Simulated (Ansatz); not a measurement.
In3SbTe2 (Immm): band-structure transport figures

Data:

```yaml
crystal:
  lattice:
    - [-2.15788, 3.04370, 6.50183]
    - [2.15788, -3.04370, 6.50183]
    - [2.15788, 3.04370, -6.50183]
  atoms:
    - { symbol: In, position: [0.00000, 0.00000, 0.00000] }
    - { symbol: In, position: [0.65944, 0.65944, 0.00000] }
    - { symbol: In, position: [0.34056, 0.34056, 0.00000] }
    - { symbol: Sb, position: [0.50000, 0.00000, 0.50000] }
    - { symbol: Te, position: [0.17186, 0.67186, 0.50000] }
    - { symbol: Te, position: [0.82814, 0.32814, 0.50000] }
```

Computed with PBEsol, rigid bands (plane waves, PAW, scalar-relativistic; Ansatz, a quantum-chemistry and plane-wave program). How the cell was made: cell and atoms relaxed with PBEsol.

| Property | Value |
|---|---|
| density of states at the Fermi level | 1.76 states/(eV·cell), both spins |
| bare Sommerfeld coefficient | 0.69 mJ/(mol of atoms·K²) |
| Drude plasma energy | 5.8 (x), 6.2 (y), 5.6 (z) eV |
| root-mean-square Fermi velocity | 1.1e6 m/s |
| resistivity times τ | 14.3 (x), 12.7 (y), 15.6 (z) ×10⁻²² Ω·m·s |

A metal at this level (no band gap); rigid bands, thermally averaged at 300 K, both spins. Spin-orbit coupling is left out. τ is one relaxation time for all states.

Computed structure with no diffraction record at hand here (it may be known, metastable or hypothetical): In3SbTe2 (Immm).
